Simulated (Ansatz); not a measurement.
Data:

```xyz
8
Lattice="7.0247 0.0000 0.0000 0.0000 7.0247 0.0000 0.0000 0.0000 4.0616" Properties=species:S:1:pos:R:3 pbc="T T T"
Ga     2.2609     4.7638     0.0000
Ga     4.7638     2.2609     0.0000
Ga     5.7733     5.7733     2.0308
Ga     1.2515     1.2515     2.0308
As     2.2415     2.2415     0.0000
As     4.7832     4.7832     0.0000
As     1.2709     5.7539     2.0308
As     5.7539     1.2709     2.0308
```

No spin polarisation.

1.40 holes added to each cell, a density of 7.0×10^21 cm⁻³, with a uniform compensating background at fixed cell and a 300 K Fermi–Dirac width.

Calculations: Ansatz (a first-principles code) PBE, no SOC. Γ-centred 7×7×12 mesh, Fermi–Dirac width 0.0259 eV.

**Question.** Predict the Fermi level from band edge and gap between the host's bands.

**Answer.** 
- Fermi level relative to the doped band's edge (positive inside the band; to 0.05 eV) = +0.80 eV
- Gap between the host's bands = 0.25 eV

Carriers are added with a uniform compensating background; total energy and stress of such cells depend on the potential's zero and are not compared; many-body gap narrowing is missing at this level. No phonon test of stability was made. The cell was made from GaAs (space group P4_2/mnm, No. 136; a hypothetical phase, not in the database extracts checked) by this change: holes 7.0×10^21 cm⁻³.
